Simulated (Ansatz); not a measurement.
**GaSb, response to strain**

Base system: GaSb in the zinc blende structure (space group F-43m, No. 216).

```
CELL_PARAMETERS angstrom
      0.00000     3.05573     3.05573
      3.05573     0.00000     3.05573
      3.05573     3.05573     0.00000
ATOMIC_POSITIONS crystal
  Ga 0.00000 0.00000 0.00000
  Sb 0.25000 0.25000 0.25000
```

Strains are applied to the cell and any free atomic positions relax.

Computed with PBEsol, PAW, 420 eV (Ansatz, a first-principles code; spin-orbit coupling left out).

Notes on the quantities. energy relative to the base: free energy F.

```tsv
change	band gap	volume per atom	energy relative to the base
base	zero	28.53 Å³	0 meV/atom
isotropic strain −3.00 %	0.56 eV	26.04 Å³	+42 meV/atom
isotropic strain −2.50 %	0.52 eV	26.45 Å³	+28 meV/atom
isotropic strain −2.00 %	…	26.85 Å³	+18 meV/atom
isotropic strain −1.50 %	0.33 eV	27.27 Å³	+9.8 meV/atom
isotropic strain −1.00 %	0.22 eV	27.69 Å³	+4.3 meV/atom
isotropic strain −0.50 %	0.11 eV	28.11 Å³	…
isotropic strain +1.50 %	zero	29.84 Å³	+8.8 meV/atom
isotropic strain +2.00 %	zero	30.28 Å³	+15 meV/atom
isotropic strain +3.00 %	zero	31.18 Å³	+33 meV/atom
```

**Question.** Complete the table.

**Answer.** 
- isotropic strain −2.00 %, band gap: 0.44 eV
- isotropic strain −0.50 %, energy relative to the base: +1.0 meV/atom

Spin-orbit coupling, missing from the scalar runs, can matter with Sb. Stability against distortions was not tested. All final runs are without spin polarisation. A zero or small gap of GaSb can be the functional's error rather than a property of the material.
